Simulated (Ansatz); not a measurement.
**How the bulk modulus B0 of TaC (model structure, from the NbAs type, I4₁md, No. 109) moves with the method**

No measured value is used here.

| level (code) | value (GPa) | cell (Å³/atom) |
|---|---|---|
| LDA (Ansatz) | 330 | 11.06 |
| PBE (Ansatz) | 297 | 11.56 |
| PBEsol (Ansatz) | 316 | 11.27 |

Density-functional levels without +SOC have no spin–orbit coupling. LDA, PBE, PBEsol: the bulk modulus is −V dP/dV from two relaxed cells at ±2 % in volume. Each level is taken at its own relaxed cell. Ansatz's density-functional and Hartree–Fock values are scalar-relativistic unless marked +SOC, with PAW data made under PBE.

A model structure was made by putting elements into a prototype or built by hand; it is no filed structure, need not be a known phase, and can be a saddle point held by its symmetry.

Ansatz is a quantum-chemistry and plane-wave program.
